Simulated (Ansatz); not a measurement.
The starting structures come from a database of crystals and need not be the phases stable at ambient conditions.

The decay constant κ of evanescent states in the gap governs leakage through a thin film.

Data:

```xyz
9
Lattice="5.1121 0.0000 0.0000 -2.5561 4.4272 0.0000 2.5561 1.4757 4.1740" Properties=species:S:1:pos:R:3 pbc="T T T"
Ca     2.5561     4.4272     3.1305
Ca     2.5561     1.4757     1.0435
H      3.7686     3.7272     0.9900
H      6.4557     2.1758     3.1840
H      5.1121     1.4001     0.9900
H      5.1121     4.5029     3.1840
H      1.3436     3.7272     0.9900
H      3.7686     2.1758     3.1840
Os     0.0000     0.0000     0.0000
```

Space group of this cell: Fm-3m. The cell is taken as given; by r2SCAN its mean pressure is -0.5 GPa.

Transport runs along the normal of the first two printed cell vectors, the (111) plane of the conventional cell.

No gap correction and no spin-orbit coupling; mid-gap values are interpolated between computed energies.

**Question.** Predict the band gap and the smallest decay constant κ at mid-gap from r2SCAN (Ansatz, a program for electronic structure).

**Answer.** Gap 3.09 eV on a 8×8×8 mesh; κ = 0.424 1/Å, at (0.500, 0.000) of the in-plane reciprocal vectors. At the zone centre, at the nearest computed energy, the slowest state has κ = 0.44 1/Å.
